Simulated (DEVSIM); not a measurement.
Structure: abrupt Si p-n junction, at 300 K.

Layer 1 from the left is Si, thickness (μm) 63.0, Na (cm⁻³) 2e15, τn (s) 0.0003, τp (s) 0.0003. Layer 2 from the left is Si, thickness (μm) 10.0, Nd (cm⁻³) 1.5e14, τn (s) 0.0003, τp (s) 0.0003.

Left contact: ohmic. Right contact: ohmic. Voltage is applied to the left contact. Recombination: SRH at mid-gap, Auger. Mobility is constant in doping.

Constants are typed, rounded textbook-type inputs, not results; the design itself was drawn at random and stands for no fabricated device. Values at 300 K.

Si: gap (eV) 1.124, affinity (eV) 4.05, permittivity 11.7, Nc (cm⁻³) 2.86e19, Nv (cm⁻³) 3.1e19, μn (cm²/Vs) 1417, μp (cm²/Vs) 470, Cn (cm⁶/s) 2.8e-31, Cp (cm⁶/s) 9.9e-32.

Simulated with DEVSIM: 1D drift-diffusion, Boltzmann statistics, complete ionisation; no tunnelling, impact ionisation, image-force lowering or self-heating.

Dark forward current:

| |V| (V) | |J| (A/cm²) |
|---|---|
| 0.05 | 1.151e-8 |
| 0.10 | 8.936e-8 |
| 0.15 | 6.189e-7 |
| 0.20 | 4.224e-6 |
| 0.25 | 2.876e-5 |
| 0.30 | 0.0001954 |
| 0.35 | 0.001320 |
| 0.40 | 0.008714 |
| 0.45 | 0.05161 |
| 0.50 | 0.2232 |
| 0.55 | 0.6378 |
| 0.60 | 1.359 |
| 0.65 | 2.456 |
| 0.70 | 4.009 |
| 0.75 | 6.081 |
| 0.80 | 8.706 |
| 0.85 | 11.90 |
| 0.90 | 15.65 |
| 0.95 | 19.97 |
| 1.00 | 24.83 |
| 1.05 | 30.21 |
| 1.10 | 36.11 |
| 1.15 | 42.48 |
| 1.20 | 49.31 |
| 1.25 | 56.56 |
| 1.30 | 64.20 |

Q: Work out the local ideality factor n = ΔV / (kT/q · ln(J2/J1)) between the rows 0.15 and 0.20 V, 1.25 and 1.30 V.

A: kT/q = 25.85 mV. From 0.15 to 0.20 V: ln(4.224e-6/6.189e-7) = 1.921, n = 1.01, near the 1 of diffusion or emission over a barrier. From 1.25 to 1.30 V: ln(64.20/56.56) = 0.127, n = 15.27.

Q: Estimate the current at 0.25 V from the Shockley equation with J0 = Σ q ni² D/(N L) coth(W/L), τ joining the SRH, radiative and Auger lifetimes that are on, and W taken as the whole layer.

A: ni² = 1.16e20 cm⁻⁶; electrons in the p layer: μ = 1420 cm²/Vs, D = 36.6 cm²/s, τ = 0.000300 s, L = 1050 μm, W/L = 0.060, term 5.40e-11 A/cm²; holes in the n layer: μ = 470 cm²/Vs, D = 12.1 cm²/s, τ = 0.000300 s, L = 604 μm, W/L = 0.017, term 1.50e-9 A/cm². J0 = 1.56e-9 A/cm², and J = J0 exp(qV/kT) = 2.47e-5 A/cm². The simulation gives 2.88e-5 A/cm²; the estimate lies 14 % below. The estimate leaves out recombination in the depletion region and that region's share of W.
